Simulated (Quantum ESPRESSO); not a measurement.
# Quick settings and what they miss: Mo3Pt (Pm-3m, 4 atoms in the cell)

Self-consistent single point.

```
CELL_PARAMETERS angstrom
      3.89450     0.00000     0.00000
      0.00000     3.89450     0.00000
      0.00000     0.00000     3.89450
ATOMIC_POSITIONS crystal
  Mo 0.00000 0.50000 0.50000
  Mo 0.50000 0.00000 0.50000
  Mo 0.50000 0.50000 0.00000
  Pt 0.00000 0.00000 0.00000
```

Method of the run: PBEsol, GBRV 1.5 ultrasoft (PBESOL) pseudopotentials (plane waves; Quantum ESPRESSO).

Base settings: ecutwfc = 40 Ry; ecutrho = 320 Ry; occupations = smearing; smearing = marzari-vanderbilt; degauss = 0.019992 Ry; potentials = {Mo: mo_pbesol_v1.uspp.F.UPF, Pt: pt_pbesol_v1.4.uspp.F.UPF}; K_POINTS = automatic 6 6 6 0 0 0; conv_thr = 1e-10 Ry; mixing_beta = 0.3.

Tight run (finer mesh or higher cutoff; not a proven limit): ecutwfc: 40 Ry → 56 Ry; ecutrho: 320 Ry → 448 Ry; conv_thr: 1e-10 Ry → 7.3e-11 Ry; K_POINTS: automatic 6 6 6 0 0 0 → automatic 9 9 9 0 0 0. It gave Fermi level (on the code's own zero) 22.58 eV; pressure 6.27 GPa.

Quick runs, as changes from the base:
- A: the base itself
- B: ecutwfc: 40 Ry → 28 Ry; ecutrho: 320 Ry → 224 Ry; conv_thr: 1e-10 Ry → 7.3e-06 Ry; pseudopotentials: {Mo: mo_pbesol_v1.uspp.F.UPF, Pt: pt_pbesol_v1.4.uspp.F.UPF} → {Mo: mo_lda_v1.uspp.F.UPF, Pt: pt_lda_v1.4.uspp.F.UPF}; K_POINTS: automatic 6 6 6 0 0 0 → automatic 4 4 4 1 1 1 [LDA (PZ)]
- C: ecutwfc: 40 Ry → 24 Ry; ecutrho: 320 Ry → 192 Ry; K_POINTS: automatic 6 6 6 0 0 0 → automatic 3 3 3 0 0 0
- D: ecutwfc: 40 Ry → 32 Ry; ecutrho: 320 Ry → 256 Ry; smearing: marzari-vanderbilt → methfessel-paxton; degauss: 0.019992 Ry → 0.036749 Ry; conv_thr: 1e-10 Ry → 7.3e-05 Ry
- E: ecutwfc: 40 Ry → 24 Ry; ecutrho: 320 Ry → 192 Ry; K_POINTS: automatic 6 6 6 0 0 0 → automatic 1 1 1 1 1 1
- F: smearing: marzari-vanderbilt → fermi-dirac; degauss: 0.019992 Ry → 0.036749 Ry; K_POINTS: automatic 6 6 6 0 0 0 → automatic 4 4 4 0 0 0

Energies are extrapolated to zero smearing width, which holds to low order in the width alone (under cold and Methfessel-Paxton smearing the free energy itself is taken).

Dashes: energy of B, another energy zero; pressure of B, D, not trusted under this conv_thr with d or f elements; time of B, C, E, under 30 s.

† marks runs with another functional, U, potentials or spin treatment: their distance from the tight run is not a convergence error alone.

The count of work is k-points × plane waves × bands × iterations; it is no time. Core times come from one kind of shared machine and are given to one figure; runs under 30 s give none.

The starting cell comes from a database of computed structures (which also holds hypothetical and non-ambient phases and stackings), without a prior relaxation at this level. Its lattice was rescaled by a random factor within 2.5 % of one. Spin polarisation is off. In the base run, with a pressure of about 6 GPa the cell is away from its equilibrium volume at this level.

```
run  energy less tight (meV/atom)  pressure less tight (GPa)  count of work / tight  core time / tight (rough)
---  ----------------------------  -------------------------  ---------------------  -------------------------
A                            22.2                      -0.22                   0.20                        0.3
B†                              –                          –                  0.018                          –
C                           324.5                     -25.89                  0.017                          –
D                            31.0                          –                  0.077                        0.1
E                          2741.4                      -3.54                 0.0061                          –
F                            30.5                       4.86                   0.11                        0.2
```

Among the runs at the tight run's level, the energy misses run from 22.2 to 2741.4 meV/atom.
